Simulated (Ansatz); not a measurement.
# A computed series for ZnS: response to strain

Base system: ZnS in the zinc blende structure (space group F-43m, No. 216; a = 5.2968 Å). Axes: x, y, z lie along the cube axes.

Strains are applied to the cell and any free atomic positions relax; under biaxial strain the out-of-plane vector relaxes too.

Computed with LDA in Ansatz (plane waves to 420 eV, PAW, no spin-orbit coupling).

Notes on the quantities. energy relative to the base: free energy F.

```csv
"biaxial strain, plane normal [111], relaxed out of plane (%)",energy relative to the base (meV/atom)
-2.5,13.0
-2.08,8.9
-1.67,5.7
-1.25,3.2
-0.83,?
-0.42,0.4
0,0.0
```

Question: Fit ΔE = Aε² + Bε³ (ε in %) to the rows shown and predict the withheld row.

Answer: Least squares on the printed values gives A = 1.99 and B = -0.037 meV/atom (largest residual 0.0 meV/atom); this predicts 1.4 meV/atom, and the run gives 1.4 meV/atom, in agreement.

Whether these cells are dynamically stable was not tested.

Ansatz is a first-principles code.
